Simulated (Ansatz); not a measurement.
Levels about the gap of amorphous In24O37Sr (62 atoms in a cell of 884 Å³, 6.45 g/cm³; zone centre alone, so wide bands show as single levels with stretches between that a denser mesh fills), at the geometry that PBE relaxed, where it gives 1.1 GPa on a denser mesh. The participation number counts the atoms over which a state spreads; weights are charges in smoothed Voronoi cells. The levels come from a single point, so bond lengths are those of that geometry. Method of the levels: r2SCAN, scalar-relativistic without spin-orbit coupling (Ansatz, an electronic-structure program). Sampling: the zone centre alone; Fermi-Dirac width 0.02 eV; no spin polarisation. At PBE the levels at the filled edge of the gap are localised (band-tail or defect states).

It comes from a melt-quench run on a machine-learned potential (CHGNet), relaxed afterwards by DFT. O atoms were pushed apart under 1.9 Å during the dynamics, to hinder bonds among them. The hot cell started wider than the set density and was brought back towards it in steps. It is the lowest in DFT energy of 2 quenches. It is a model cell: composition and starting density were chosen by hand, and all elements were melted together. No dispersion term was used. Its density started from a set value of 6.45 and ended at 6.45 g/cm³. The simulated quench (nominally 220 K/ps over its main leg) is rapid and tends to freeze in more defects than a deposited or slowly cooled glass has. A cell of this size samples the disorder only roughly. The volume was held where the preparation left it and the shape relaxed, at a PBE pressure of 1.1 GPa. Stress components on the final sampling reach 1.1 GPa.

| E - E(highest filled), eV | filling | participation number | largest on | weight O | weight In | weight Sr |
|---|---|---|---|---|---|---|
| -0.42 | filled | 17.3 | O, 3 neighbours | 0.94 | 0.06 | 0.00 |
| -0.36 | filled | 5.0 | O, 3 neighbours | 0.94 | 0.05 | 0.00 |
| -0.27 | filled | 15.9 | O, 3 neighbours | 0.93 | 0.07 | 0.00 |
| -0.22 | filled | 11.8 | O, 3 neighbours | 0.93 | 0.06 | 0.00 |
| -0.12 | filled | 7.8 | O, 3 neighbours | 0.94 | 0.06 | 0.00 |
| -0.05 | filled | 6.3 | O, 3 neighbours | 0.94 | 0.05 | 0.00 |
| 0.00 | filled | 7.7 | O, 3 neighbours | 0.95 | 0.05 | 0.00 |
| 0.85 | empty | 57.8 | O, 3 neighbours | 0.55 | 0.44 | 0.01 |
| 3.55 | empty | 37.1 | In, 5 neighbours | 0.58 | 0.42 | 0.00 |
| 3.62 | empty | 18.9 | In, 5 neighbours | 0.56 | 0.43 | 0.00 |
| 3.91 | empty | 43.2 | In, 5 neighbours | 0.61 | 0.39 | 0.00 |
| 3.92 | empty | 34.1 | In, 5 neighbours | 0.61 | 0.39 | 0.00 |
| 4.14 | empty | 26.7 | In, 6 neighbours | 0.60 | 0.40 | 0.00 |
| 4.33 | empty | 41.6 | In, 5 neighbours | 0.60 | 0.39 | 0.01 |

Most localised among these is the filled level at -0.36 eV, on a O atom, which has 3 neighbours (In 2.06 Å, In 2.07 Å, Sr 2.63 Å).
